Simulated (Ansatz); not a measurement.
Worked example: self-consistent single point of Sr2LuNbO6 (P2_1/c, 20 atoms in the cell) in Ansatz (a program for electronic structure).

Level of theory: PBEsol, default PAW files made with PBE (plane waves; Ansatz).

```yaml
crystal:
  lattice:
    - [5.85405, 0.00000, 0.00000]
    - [0.00000, 5.85254, 0.00000]
    - [-5.83306, 0.00000, 8.28291]
  atoms:
    - { symbol: Sr, position: [0.25564, 0.47442, 0.75272] }
    - { symbol: Sr, position: [0.74436, 0.52558, 0.24728] }
    - { symbol: Sr, position: [0.74436, 0.97442, 0.74728] }
    - { symbol: Sr, position: [0.25564, 0.02558, 0.25272] }
    - { symbol: Lu, position: [0.00000, 0.00000, 0.50000] }
    - { symbol: Lu, position: [0.00000, 0.50000, 0.00000] }
    - { symbol: Nb, position: [0.50000, 0.50000, 0.50000] }
    - { symbol: Nb, position: [0.50000, 0.00000, 0.00000] }
    - { symbol: O, position: [0.33505, 0.21980, 0.53450] }
    - { symbol: O, position: [0.66495, 0.78020, 0.46550] }
    - { symbol: O, position: [0.66495, 0.71980, 0.96550] }
    - { symbol: O, position: [0.33505, 0.28020, 0.03450] }
    - { symbol: O, position: [0.73533, 0.20361, 0.96018] }
    - { symbol: O, position: [0.26467, 0.79639, 0.03982] }
    - { symbol: O, position: [0.26467, 0.70361, 0.53982] }
    - { symbol: O, position: [0.73533, 0.29639, 0.46018] }
    - { symbol: O, position: [0.18843, 0.01406, 0.76038] }
    - { symbol: O, position: [0.81157, 0.98594, 0.23962] }
    - { symbol: O, position: [0.81157, 0.51406, 0.73962] }
    - { symbol: O, position: [0.18843, 0.48594, 0.26038] }
```

Reference input (self-consistent single point, DFT, PBEsol, plane waves, default PAW files made with PBE): kpoints.mp_grid.grid = 3 3 2; hamiltonian.xc = pbesol; hamiltonian.pseudopotentials = {kind: paw} (the program's default PAW files); scf.occupations.method = gaussian; scf.occupations.width = 0.01 eV. This run's input differs from it in these lines:

Ansatz 0.2 input:
```diff
@@ -29,2 +29,3 @@
     grid: [3, 3, 2]
+    shift: [0.5, 0.5, 0.5]
 hamiltonian:
```

Output, abridged:

```
SCF iter   1: F=—  HF=-58945.749472 eV  |F-HF|=—  |Δ(HF+E_count)|=         —  Δρ=1.52e-2  dr2=5.63e-1  ethr=1.77e-3  ⟨swp⟩=10.2  Hψ=4208  notcnv=0  defer=12
all-band conjugate gradients solve this SCF's bands
preconditioner: auto → Resta (q_TF=auto, 2.547 Å⁻¹)
SCF iter   2: F=—  HF=-58945.633820 eV  |F-HF|=—  |Δ(HF+E_count)|=   1.16e-1  Δρ=3.46e-3  dr2=3.96e-2  ethr=2.99e-4  ⟨swp⟩=2.5  Hψ=1184  notcnv=0  defer=84
   [... lines left out ...]
SCF iter   6: F=—  HF=-58945.626615 eV  |F-HF|=—  |Δ(HF+E_count)|=   8.44e-5  Δρ=4.46e-5  dr2=4.83e-6  ethr=2.90e-8  ⟨swp⟩=3.0  Hψ=1636  notcnv=0  defer=84
SCF iter   7: F=—  HF=-58945.626616 eV  |F-HF|=—  |Δ(HF+E_count)|=   5.71e-7  Δρ=1.08e-5  dr2=3.36e-7  ethr=2.57e-9  ⟨swp⟩=2.0  Hψ=1140  notcnv=0  defer=84
SCF iter   8: F=—  HF=-58945.626616 eV  |F-HF|=—  |Δ(HF+E_count)|=   4.52e-8  Δρ=4.36e-6  dr2=5.51e-8  ethr=5.32e-11  ⟨swp⟩=16.8  Hψ=5314  notcnv=0
SCF iter   9: F=-58945.626616 eV  HF=-58945.626616 eV  |F-HF|=2.49e-9  |Δ(HF+E_count)|=   5.13e-8  Δρ=1.38e-6  dr2=4.27e-9  ethr=2.93e-11  ⟨swp⟩=6.7  Hψ=3135  notcnv=0
SCF 1 converged in 9 iterations: F = -58945.626616 eV  dr2 = 4.27e-9
Free energy (F): -58945.626616 eV
Internal energy: -58945.626616 eV  (E = F + TS)
E sigma→0 (E₀):  -58945.626616 eV
Fermi energy:    10.719085 eV
--- Forces (eV/Å), atoms counted from 1 ---
  atom   1  Sr     0.04880533    -0.09068615    -0.02052118
  atom   2  Sr    -0.04880533     0.09068615     0.02052118
  atom   3  Sr    -0.04880533    -0.09068615     0.02052118
  atom   4  Sr     0.04880533     0.09068615    -0.02052118
  atom   5  Lu     0.00000000     0.00000000     0.00000000
  atom   6  Lu     0.00000000     0.00000000    -0.00000000
  atom   7  Nb     0.00000000     0.00000000     0.00000000
  atom   8  Nb     0.00000000    -0.00000000     0.00000000
  atom   9  O      0.38803010     0.53847462     0.04229770
   [... lines left out ...]
  atom  20  O      0.06507095    -0.05201809     0.65548275
--- Stress (GPa, compression-positive) ---
       -7.194593       0.000000       0.028234
        0.000000      -6.739030       0.000000
        0.028234       0.000000      -7.035366
  P = ⅓ Tr σ = -6.9897 GPa (-69.897 kbar)
  The stress holds the Pulay correction. Without it, at fixed plane waves, as pw.x and ABINIT print it: P = -7.5546 GPa
```

The run converged in 9 iterations. Against the reference run the free energy is nearly the same (within 1 meV/atom), the pressure hardly changes (-6.98 to -6.99 GPa), the largest force moves little (0.673 to 0.671 eV/Å) and the gap on the mesh goes from 3.004 to 3.199 eV.

The starting cell comes from a database of computed structures (which also holds hypothetical and non-ambient phases and stackings), without a prior relaxation at this level. Spin-orbit coupling is off. Ansatz's pressure includes its estimate of the finite-basis (Pulay) stress. Without the estimate this run gives -7.55 GPa. Another mesh or the band path of this cell gives a smaller gap, so this value is not converged in the mesh.
